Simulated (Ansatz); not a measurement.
**Lu under a change: tensor shear ε_xz = +1.71 %**

Start from Lu in the hcp (Mg type) structure (space group P6_3/mmc, No. 194; a = 3.4432 Å, c = 5.3669 Å; relaxed with 0.1 eV smearing). Axes: x lies along a and z along c of the hexagonal cell.

Now apply this change: a pure shear with ε_xz = ε_zx = 0.0171; the atoms relax in the strained cell.

All numbers come from PBEsol (Ansatz, an electronic-structure program; PAW; 420 eV plane waves; no spin-orbit coupling). k-mesh 19×19×11 (Γ-centred); smearing 0.1 eV (Fermi–Dirac).

```tsv
quantity	base	changed	shift
space group	P6_3/mmc (No. 194)	C2/c (No. 15)	–
energy relative to the base (free energy F)	0 meV/atom	+3.4 meV/atom	+3.4 meV/atom
pressure (mean of the normal stresses, compression positive)	0.0 GPa	0.0 GPa	0.0 GPa
band gap	zero	zero	–
stress (xx, yy, zz, yz, xz, xy; compression positive)	–	(0.0, 0.0, 0.1, 0.0, -1.1, 0.0) GPa	–
```

Final structure:

```yaml
crystal:
  lattice:
    - [3.44317, 0.00000, 0.05888]
    - [-1.72159, 2.98188, -0.02944]
    - [0.09177, 0.00000, 5.36685]
  atoms:
    - { symbol: Lu, position: [0.66601, 0.33202, 0.75000] }
    - { symbol: Lu, position: [0.33399, 0.66798, 0.25000] }
```

No phonon test of stability was made.
